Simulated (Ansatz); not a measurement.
Results of HSE06 (PAW; Ansatz, a quantum-chemistry and plane-wave program) for Ti (P6/mmm, No. 191, 3 atoms in the cell; start mp-72; another form than the element's usual one).

Input:

Ansatz 0.2 input:
```yaml
crystal:
  lattice:
    - [4.5140258762, 0.0, 0.0]
    - [-2.2570129381, 3.9092610821, 0.0]
    - [0.0, 0.0, 2.7985029929]
  atoms:
    - { symbol: Ti, position: [0.0, 0.0, 0.0] }
    - { symbol: Ti, position: [0.3333333333, 0.6666666667, 0.5] }
    - { symbol: Ti, position: [0.6666666667, 0.3333333333, 0.5] }
basis:
  ecutwfc: 460
  ecutrho_ratio: 4
  xc_grid: 2
kpoints:
  mp_grid: { grid: [6, 6, 10] }
hamiltonian:
  xc: hse06
  dispersion: none
  pseudopotentials: { azcp: { folder: ./paw }, kind: paw }
scf:
  occupations: { method: fermi_dirac, width: 0.01 }
  convergence: { dr2_threshold: 0.0000000003 }
output:
  forces: true
  stress: true
  eigenvalues: true
```

Task: How many irreducible k-points, plane waves at Γ does the program set up, and what pressure does the run end with?

Result: 42 irreducible k-points, 1095 plane waves at Γ; P = 3.59 GPa, so the cell is compressed on average and its volume would grow at this level.

From the output:

```
WARN output.stress: scf.exx.energy_threshold = 1e-6 eV is looser than the 3e-8 eV advised for a stress under a hybrid functional (1e-8 eV for each atom of the …
Crystal: 3 atoms, lattice volume = 49.384 Å³
Basis set: ecut = 460 eV, 1095 PW (Γ), exchange–correlation on 64×64×40 points (8 copies of the dense FFT grid, shifted against one another)
Bands: 22, of which v1, the nominal top of the filled ones, is band 18 counted from 1 (17 counted from 0)
Symmetry: 24 space group operations
Space group: P6/mmm (ITA 191), of the structure as read, at distance tolerance 3.7e-5 Å
k-points: 42 of 360
Initial density: superposition of atomic densities (chi_scale 0.1, normalization cell)
SCF iter   1: F=—  HF=-7499.578974 eV  |F-HF|=—  |Δ(HF+E_count)|=         —  Δρ=6.22e-2  dr2=2.17e0
SCF iter   2: F=—  HF=-7499.007339 eV  |F-HF|=—  |Δ(HF+E_count)|=   5.72e-1  Δρ=1.10e-2  dr2=3.79e-2
  ...
SCF 1 converged in 14 iterations: F = -7498.993514 eV  dr2 = 9.18e-11
Crystal: 3 atoms, lattice volume = 49.384 Å³
Initial density: handed on by an earlier stage of this run
Crystal: 3 atoms, lattice volume = 49.384 Å³
Crystal: 3 atoms, lattice volume = 49.384 Å³
SCF iter   5: F=—  HF=-7496.950330 eV  |F-HF|=—  |Δ(HF+E_count)|=  1.79e-10  Δρ=1.27e-6  dr2=8.88e-10
SCF iter   6: F=-7496.950330 eV  HF=-7496.950330 eV  |F-HF|=2.47e-10  |Δ(HF+E_count)|=  1.99e-10  Δρ=5.15e-7  dr2=2.67e-10
SCF 4 converged in 6 iterations: F = -7496.950330 eV  dr2 = 2.67e-10
Free energy (F): -7496.950330 eV
Internal energy: -7496.950067 eV  (E = F + TS)
E sigma→0 (E₀):  -7496.950199 eV
Fermi energy:    14.178291 eV
--- Forces (eV/Å), atoms counted from 1 ---
  atom   1  Ti    -0.00000000     0.00000000     0.00000000
  atom   2  Ti     0.00000000    -0.00000000     0.00000000
  atom   3  Ti    -0.00000000     0.00000000    -0.00000000
--- Stress (GPa, compression-positive) ---
        4.043892       0.000000      -0.000000
        0.000000       4.043892      -0.000000
       -0.000000      -0.000000       2.689288
  P = ⅓ Tr σ = 3.5924 GPa (35.924 kbar)
```

The PAW data were made under PBE.

Note: cell and atoms aren't relaxed at this level (pressure 3.6 GPa).

Cost on a shared machine: roughly 90 core-seconds.

A start named mp-… is a Materials Project structure, which need not be a measured phase.
